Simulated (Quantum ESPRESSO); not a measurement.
Quantum ESPRESSO run on Y2Ni2Sn (Immm, 5 atoms in the cell): self-consistent single point.

Computed with LDA (PZ), GBRV 1.5 ultrasoft (LDA) pseudopotentials (plane waves; Quantum ESPRESSO 7.5).

```
CELL_PARAMETERS angstrom
     -2.13574     2.79784     4.14642
      2.13574    -2.79784     4.14642
      2.13574     2.79784    -4.14642
ATOMIC_POSITIONS crystal
  Y  0.70322 0.20322 0.50000
  Y  0.29678 0.79678 0.50000
  Ni 0.71180 0.50000 0.21180
  Ni 0.28820 0.50000 0.78820
  Sn 0.00000 0.00000 0.00000
```

Reference input (self-consistent single point, DFT, PBEsol, plane waves, GBRV 1.5 ultrasoft (PBESOL) pseudopotentials): ecutwfc = 50 Ry; ecutrho = 400 Ry; occupations = smearing; smearing = fermi-dirac; degauss = 0.0099958 Ry; K_POINTS = automatic 5 5 5 0 0 0; conv_thr = 1e-11 Ry. This run's input differs from it in these lines:

```diff
@@ -22,5 +22,5 @@
 ATOMIC_SPECIES
-Y     88.9058  y_pbesol_v1.4.uspp.F.UPF
-Ni    58.6934  ni_pbesol_v1.4.uspp.F.UPF
-Sn   118.7100  sn_pbesol_v1.4.uspp.F.UPF
+Y     88.9058  y_lda_v1.4.uspp.F.UPF
+Ni    58.6934  ni_lda_v1.4.uspp.F.UPF
+Sn   118.7100  sn_lda_v1.4.uspp.F.UPF
 ATOMIC_POSITIONS {crystal}
```

Log, with long lists cut:

```
     Self-consistent Calculation

     iteration #  1     ecut=    50.00 Ry     beta= 0.70

     total energy              =    -956.56874324 Ry
     estimated scf accuracy    <     100.22600408 Ry

     iteration #  2     ecut=    50.00 Ry     beta= 0.70

     total energy              =   -1007.86420083 Ry
     estimated scf accuracy    <     308.67612609 Ry

     iteration #  3     ecut=    50.00 Ry     beta= 0.70

     total energy              =   -1033.57793315 Ry
     estimated scf accuracy    <      39.88861825 Ry

   [... 22 blocks of this kind left out ...]

     iteration # 26     ecut=    50.00 Ry     beta= 0.70

     total energy              =   -1031.17298355 Ry
     estimated scf accuracy    <          1.8E-11 Ry

     iteration # 27     ecut=    50.00 Ry     beta= 0.70
     End of self-consistent calculation

     the Fermi energy is    13.2023 ev

!    total energy              =   -1031.17298355 Ry
     estimated scf accuracy    <          3.0E-13 Ry
     smearing contrib. (-TS)   =      -0.01632741 Ry
     internal energy E=F+TS    =   -1031.15665614 Ry

     convergence has been achieved in  27 iterations

     Forces acting on atoms (cartesian axes, Ry/au):

     atom    1 type  1   force =     0.00000000    0.00000000   -0.00012166
     atom    2 type  1   force =     0.00000000    0.00000000    0.00012166
     atom    3 type  2   force =     0.00000000   -0.00212896    0.00000000
     atom    4 type  2   force =     0.00000000    0.00212896    0.00000000
     atom    5 type  3   force =     0.00000000    0.00000000    0.00000000

     Total force =     0.003016     Total SCF correction =     0.000001

          total   stress  (Ry/bohr**3)                   (kbar)     P=      -64.95
  -0.00051445   0.00000000  -0.00000000          -75.68        0.00       -0.00
  -0.00000000  -0.00041427  -0.00000000           -0.00      -60.94       -0.00
  -0.00000000  -0.00000000  -0.00039580           -0.00       -0.00      -58.22

   JOB DONE.
```

The run converged in 27 iterations. Against the reference run the pressure goes from -3.25 to -6.49 GPa and the largest force goes from 0.012 to 0.055 eV/Å. The full log also holds: “c_bands:  1 eigenvalues not converged”.

The starting cell comes from a database of computed structures (which also holds hypothetical and non-ambient phases and stackings), without a prior relaxation at this level. Spin polarisation is off. With a pressure of about -6 GPa the cell is away from its equilibrium volume at this level.

Cost on one core of a shared machine: roughly 3 min.
